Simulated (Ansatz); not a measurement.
Where the default PAW files enter, the runs use the earlier of Ansatz's two default sets.

Data:

```
C
1.0
    2.51783     0.00000     0.00000
   -1.25892     2.18051     0.00000
    1.25892     0.72684     2.05580
C
2
Direct
  0.00000   0.50000   0.50000
  0.50000   0.25000   0.25000
```

Space group of this cell: Fd-3m, diamond. The cell is taken as given.

The current runs along the normal of the first two printed vectors, the (111) plane. All runs by Ansatz (a quantum-chemistry and plane-wave program), plane waves and PAW, without spin-orbit coupling; the base is r2SCAN.

```
run                                                      mean pressure (GPa)  gap (eV)  mid-gap κ (1/Å)
-------------------------------------------------------  -------------------  --------  ---------------
base                                                                    -0.2      4.36            0.252
all lengths scaled by 0.98                                              30.2      4.52            0.254
all lengths scaled by 1.02                                             -24.1      4.23            0.249
lda in place of r2scan                                                 -11.1      4.12            0.255
lengths across the current scaled by 0.98, ions clamped                 19.6         …                …
lengths across the current scaled by 1.02, ions clamped                -16.5      4.25            0.278
lengths along the current scaled by 0.97, ions clamped                  14.9      4.38            0.296
lengths along the current scaled by 1.03, ions clamped                 -12.3      4.25                …
pbesol in place of r2scan                                               -2.7         …                …
```

Problem. Some entries are withheld; supply them.

Solution. 
- lengths across the current scaled by 0.98, ions clamped, gap (eV): 4.43
- lengths across the current scaled by 0.98, ions clamped, mid-gap κ (1/Å): 0.227
- lengths along the current scaled by 1.03, ions clamped, mid-gap κ (1/Å): 0.213
- pbesol in place of r2scan, gap (eV): 4.02
- pbesol in place of r2scan, mid-gap κ (1/Å): 0.251
